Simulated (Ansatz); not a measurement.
Given:

```xyz
2
Lattice="0.0000 2.8870 2.8870 2.8870 0.0000 2.8870 2.8870 2.8870 0.0000" Properties=species:S:1:pos:R:3 pbc="T T T"
Ca     0.0000     0.0000     0.0000
S      2.8870     2.8870     2.8870
```

No spin polarisation.

Calculations: PBEsol (Ansatz, a program for electronic structure, PAW, without spin-orbit coupling). Γ-centred 10×10×10 mesh, Fermi–Dirac width 0.05 eV.

Predict the band gap, smallest direct gap, gap character and hole mass.

The band gap comes out as 2.33 eV and the smallest direct gap is 3.12 eV. The gap character is indirect, Γ → X and the hole mass (degenerate bands, along [100]) comes out as 0.22, 1.2, 1.2 mₑ (at Γ).

The cells carry an imposed strain or load. Effective masses come from finite differences of ±0.01 Å⁻¹. Stability against distortions was not tested. The cell was made from CaS in the rock salt structure (space group Fm-3m, No. 225) by this change: isotropic strain +2.50 %.
